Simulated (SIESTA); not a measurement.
# Converging the k-point mesh at a smearing width of 0.02 eV: V (Im-3m, 1 atom in the cell)

```
V
1.0
   -1.50743     1.50743     1.50743
    1.50743    -1.50743     1.50743
    1.50743     1.50743    -1.50743
V
1
Cartesian
  0.00000   0.00000   0.00000
```

Level of theory: GGA PBE, numerical atomic orbitals DZP, PseudoDojo PBE standard norm-conserving potentials (rewritten from UPF to PSML) in SIESTA.

Base settings: XC.functional = GGA; XC.authors = PBE; potentials = PseudoDojo PBE standard; PAO.BasisSize = DZP; PAO.EnergyShift = 0.01 Ry; MeshCutoff = 300 Ry; kgrid.MonkhorstPack = 8 8 8; OccupationFunction = MP; OccupationMPOrder = 0; ElectronicTemperature = 1160.45 K.

In this ladder: ElectronicTemperature = 232.09 K.

Only quantities that move along the ladder and can be compared are tabulated.

The starting cell has typed, rounded lattice constants, without a prior relaxation at this level. Its lattice was rescaled by up to half a per cent. Spin polarisation is off. Values carry the incompleteness of an atom-centred basis. In the base run, with a pressure of about -8 GPa the cell is away from its equilibrium volume at this level.

Steps (kgrid.MonkhorstPack): 5 5 5; 6 6 6; 8 8 8; 9 9 9; 11 11 11; 14 14 14; 17 17 17; 20 20 20; 25 25 25; 30 30 30.

Question: What is the coarsest kgrid.MonkhorstPack that holds the pressure within 0.2 GPa of the last step, with all finer ones?

Answer: 20 20 20; the step before is off by 0.41 GPa.

Question: What is the coarsest kgrid.MonkhorstPack that holds the free energy within 2 meV/atom of the last step, with all finer ones?

Answer: 20 20 20; the step before is off by 2.3 meV/atom.

```tsv
kgrid.MonkhorstPack	free energy less the last step's (meV/atom)	pressure (GPa)
5 5 5	43.71	-5.31
6 6 6	69.21	-4.46
8 8 8	-9.47	-8.45
9 9 9	7.75	-7.90
11 11 11	2.70	-7.22
14 14 14	-6.23	-7.45
17 17 17	2.29	-6.87
20 20 20	-0.15	-7.21
25 25 25	0.05	-7.29
30 30 30	0.00	-7.28
```
